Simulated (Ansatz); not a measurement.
SmPd₃ (Pm-3m, No. 221), treated with PBEsol in Ansatz (plane waves, PAW).

Run with plane-wave cutoff 500 eV, 14×14×14 k mesh, Fermi–Dirac smearing 0.1 eV, spin-polarised start, scalar-relativistic PAW data made under PBE.

Computed at the level's own relaxed cell.

Task: Give the computed equilibrium volume per atom and lattice parameter a.

Result: 
- equilibrium volume per atom = 17.17 Å³/atom
- lattice parameter a = 4.095 Å

The run finds no gap.

Note: the magnetic order was assumed, not searched for or taken from measurement; the 4f shell is treated without U or exact exchange, so its levels and filling can be wrong.

Spin–orbit coupling is not included.

Computed values are for the static lattice.

Ansatz is a quantum-chemistry and plane-wave program.
